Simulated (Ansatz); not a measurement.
A hypothetical phase is included: elements placed on a structure type, which no database files for this compound.

The decay constant κ of evanescent states in the gap governs leakage through a thin film.

Given:

```yaml
crystal:
  lattice:
    - [2.53892, 0.00000, 0.00000]
    - [0.00000, 6.22213, 0.00000]
    - [0.00000, 3.11106, 3.11106]
  atoms:
    - { symbol: B, position: [0.00000, 0.67414, 0.00000] }
    - { symbol: B, position: [0.00000, 0.32586, 0.00000] }
    - { symbol: B, position: [0.50000, 0.17414, 0.65172] }
    - { symbol: B, position: [0.50000, 0.82586, 0.34828] }
    - { symbol: N, position: [0.00000, 0.68759, 0.62482] }
    - { symbol: N, position: [0.00000, 0.31241, 0.37518] }
    - { symbol: N, position: [0.50000, 0.81241, 0.00000] }
    - { symbol: N, position: [0.50000, 0.18759, 0.00000] }
```

The cell was relaxed by PBE-D3(BJ); by r2SCAN it stands under a pressure of 0.5 GPa.

Transport runs along the normal of the first two printed cell vectors, the (110) plane of the conventional cell.

The gap is the functional's own. No spin-orbit coupling. Mid-gap values are those at the computed energy nearest the middle.

Compute, with r2SCAN run with Ansatz (a first-principles code), the band gap and the smallest decay constant κ at mid-gap.

Gap 5.40 eV on a 12×10×10 mesh; κ = 0.422 1/Å, at the zone centre.
